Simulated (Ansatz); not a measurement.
## HfB2 (P6/mmm): resistivity and electron-phonon coupling

```yaml
crystal:
  lattice:
    - [3.12697, 0.00000, 0.00000]
    - [-1.56349, 2.70804, 0.00000]
    - [0.00000, 0.00000, 3.44777]
  atoms:
    - { symbol: Hf, position: [0.00000, 0.00000, 0.00000] }
    - { symbol: B, position: [0.33333, 0.66667, 0.50000] }
    - { symbol: B, position: [0.66667, 0.33333, 0.50000] }
```

All values below come from PBEsol, DFPT electron-phonon coupling, linearised Boltzmann equation (plane waves, PAW, scalar-relativistic; Ansatz, a quantum-chemistry and plane-wave program). Cell: relaxed with this functional, without spin-orbit coupling.

The resistivity at 300 K is 4.4 (x), 4.4 (y), 5.5 (z) μΩ·cm. The resistivity at 77 K comes out as 0.30 (x), 0.30 (y), 0.35 (z) μΩ·cm.

A metal at this level (no band gap). Only scattering by harmonic phonons is included (no impurities, grain boundaries, electron-electron scattering or thermal expansion). Spin-orbit coupling is left out, which matters with elements this heavy. The run warned that the eigensolver left some states short of its tolerance. Halving the electron mesh (32x32x24) moves the resistivity by up to 2 % at 300 K. Smearing 0.20 eV; phonons on a 5x5x4 q mesh, which this run doesn't test and which matters most at low temperature.
